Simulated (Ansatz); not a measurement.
Start from Be₂C (space group Fm-3m, No. 225; a = 4.311 Å).

All numbers come from Ansatz (a first-principles code) PBEsol, scalar-relativistic without spin-orbit coupling.

Before the change:

* **Electron mass**: 0.70 mₑ along k, 0.23 mₑ across (at X)
* **Hole mass**: 0.26, 0.26, 0.42 mₑ (at Γ)
* **Pressure**: 0.01 GPa

One thing is altered: every lattice vector is stretched by 3.00 %, atoms relaxed at fixed cell.

**Question.** What does the calculation give for the electron mass after the change?

**Answer.** The electron mass changes from 0.70 mₑ along k, 0.23 mₑ across (at X) to 0.68 mₑ along k, 0.23 mₑ across (at X).

**Question.** What happens to the hole mass?

**Answer.** The hole mass (degenerate bands, along [100]) changes from 0.26, 0.26, 0.42 mₑ (at Γ) to 0.27, 0.27, 0.39 mₑ (at Γ).

**Question.** Predict the new energy relative to the base.

**Answer.** The energy increases by 32 meV/atom.

**Question.** Estimate the effect on the mean gap deformation potential ΔEg/Δln V.

**Answer.** The mean gap deformation potential ΔEg/Δln V amounts to -0.5 eV.

**Question.** What happens to the pressure?

**Answer.** The pressure shrinks by 15.632 GPa (0.01 GPa → -15.63 GPa).

The cells carry an imposed strain or load. Effective masses come from finite differences of ±0.01 Å⁻¹. Along k means along the line from Γ to the band edge. Whether these cells are dynamically stable was not tested.
